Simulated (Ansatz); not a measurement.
Pd3Ge (model structure, started from the A15 type, Pm-3n, No. 223, 8 atoms in the cell)

Level of theory: PBE in Ansatz (plane waves, PAW).

Settings: plane-wave cutoff 500 eV, 8×8×8 k mesh, Fermi–Dirac smearing 0.05 eV, scalar-relativistic PAW data made under PBE.

Cell (relaxed at this level):

```
CELL_PARAMETERS angstrom
      5.01272     0.00000     0.00000
      0.00000     5.01272     0.00000
      0.00000     0.00000     5.01272
ATOMIC_POSITIONS crystal
  Pd 0.25000 0.00000 0.50000
  Pd 0.75000 0.00000 0.50000
  Pd 0.00000 0.50000 0.25000
  Pd 0.00000 0.50000 0.75000
  Pd 0.50000 0.25000 0.00000
  Pd 0.50000 0.75000 0.00000
  Ge 0.00000 0.00000 0.00000
  Ge 0.50000 0.50000 0.50000
```

For Pd3Ge (model structure, started from the A15 type, Pm-3n, No. 223, 8 atoms in the cell), the band gap is none.

Note: the relaxation could raise the start's symmetry but not lower it, so the cell can be a saddle point.

Spin–orbit coupling is not included.

The computed numbers hold no vibrational or temperature effects.

The result took very roughly 90 core-seconds.

A model structure was made by putting elements into a prototype or built by hand; it is no filed structure, need not be a known phase, and can be a saddle point held by its symmetry.

Ansatz is a program for electronic structure.
